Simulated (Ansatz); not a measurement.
The reference is CdS in the zinc blende structure (space group F-43m, No. 216; a = 5.9267 Å). Axes: x, y, z lie along the cube axes.

Level of theory: PBE in Ansatz (plane waves to 420 eV, PAW, no SOC).

Perturbation: an isotropic linear strain of −0.50 %, atoms relaxed at fixed cell.

Question: Predict the stress tensor and what it implies for the stiffness.

Answer: Stress of the strained cell less that of the base (GPa, compression positive):
```
   0.83    0.00    0.00
   0.00    0.83    0.00
   0.00    0.00    0.83
```

Then B = −ΔP/(ΔV/V₀) with ΔV/V₀ = -0.0149 gives secant stiffness values (nonlinear terms included at this strain): B ≈ 56 GPa.

Whether these cells are dynamically stable was not tested.

Ansatz is a quantum-chemistry and plane-wave program.
